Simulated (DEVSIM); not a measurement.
Device: Schottky contact on n-type Si, at 300 K.

```tsv
layer (left to right)	material	thickness (μm)	Nd (cm⁻³)	τn (s)	τp (s)
1	Si	4.30	1.7e16	0.00043	0.00043
```

Left contact: Schottky, work function 4.51 eV, emission velocity 1.1e7 cm/s. Right contact: ohmic. Voltage is applied to the left contact. Recombination: SRH at mid-gap, Auger. Mobility is μmin + (μ − μmin)/(1 + (N/Nref)^α).

The device is made up for the run: typed textbook-type constants, with dimensions and the other settings drawn at random. Values at 300 K.

| parameter | Si |
|---|---|
| gap (eV) | 1.124 |
| affinity (eV) | 4.05 |
| permittivity | 11.7 |
| Nc (cm⁻³) | 2.86e19 |
| Nv (cm⁻³) | 3.1e19 |
| μn (cm²/Vs) | 1417 |
| μp (cm²/Vs) | 470 |
| μn,min | 52 |
| μp,min | 45 |
| Nref,n | 9.7e16 |
| Nref,p | 2.2e17 |
| αn | 0.68 |
| αp | 0.72 |
| Cn (cm⁶/s) | 2.8e-31 |
| Cp (cm⁶/s) | 9.9e-32 |

Model (solved in DEVSIM): 1D drift-diffusion, Boltzmann statistics, complete ionisation; no tunnelling, impact ionisation, image-force lowering or self-heating. Metal contacts follow the ideal Schottky-Mott rule: no Fermi-level pinning, no interface dipoles.

Base results: dark forward voltage at 100 A/cm² (V) 0.146; potential step across the device at zero bias (V) 0.268; largest field in the device at zero bias (V/cm) 36000.

Task: What follows from this one change: thickness of layer 1 4.3 → 7.3 μm?

Result: dark forward voltage at 100 A/cm² 0.146 → 0.156 V; potential step across the device at zero bias little changed (0.268 V); largest field in the device at zero bias little changed (36000 V/cm).

Task: What follows from this one change: metal work function 4.51 → 4.46 eV?

Result: dark forward voltage at 100 A/cm² 0.146 → 0.097 V; potential step across the device at zero bias 0.268 → 0.218 V; largest field in the device at zero bias 36000 → 32000 V/cm.

Task: What follows from this one change: metal work function 4.51 → 4.56 eV?

Result: dark forward voltage at 100 A/cm² 0.146 → 0.196 V; potential step across the device at zero bias 0.268 → 0.318 V; largest field in the device at zero bias 36000 → 39000 V/cm.

Task: What follows from this one change: constant mobility in place of the doping-dependent one?

Result: dark forward voltage at 100 A/cm² 0.146 → 0.141 V; potential step across the device at zero bias little changed (0.268 V); largest field in the device at zero bias little changed (36000 V/cm).
